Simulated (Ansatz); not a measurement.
Cost and result by functional for the adsorption energy of SiH3 on the 1x1 (10-10) surface of wurtzite ZnO (cut with top plane O + Zn), one in a 2x1 cell, started at the site 'hollow O', in Ansatz (plane waves, PAW). Single points on the PBE structure, on one kind of machine; costs are rough ratios of the slab run's core time (references not counted) to the cheapest single point. r2SCAN's cost holds its higher cutoff (500 against 420 eV). Differences are taken against r2SCAN for comparison alone: no measured value is at hand, so the table doesn't rank accuracy. The points keep PBE's geometry, so the relaxation of a polaron and the settling of charge on one site are left out.

Host crystal: wurtzite ZnO, with a band gap (PBE, scalar-relativistic without spin-orbit coupling).

Set-up: 36 atoms, 9.4 Å thick at the start under the adsorbate (thin: gaps and levels are the slab's own); mesh 3x4x1; 0.01 eV smearing; dipole correction on; 16 atoms held, the rest relaxed; no symmetry held; spin-polarised, no spin-orbit, no U, no dispersion correction. The starting moment vanished. At the end it is bonded to O. In PBE it is, or lies within 0.03 eV of, the lowest of the starts that converged. These notes are the PBE run's. r2SCAN: The program's check for a lower electronic state was not made. Adsorption energies are against SiH4(g) − ½ H2(g). A negative adsorption energy means that the adsorbate is more stable on the surface than in its reference.

| functional | relative cost | adsorption energy (eV) | less r2SCAN (eV) |
|---|---|---|---|
| RPBE | 1 | -0.24 | 0.24 |
| r2SCAN | 2 | -0.48 | 0.00 |
| PBE (the relaxed run's value) | – | -0.48 | 0.00 |

The values span 0.24 eV, while the single points' costs differ by a factor of roughly 2. Differences are of unrounded values.

Ansatz is a program for electronic structure.
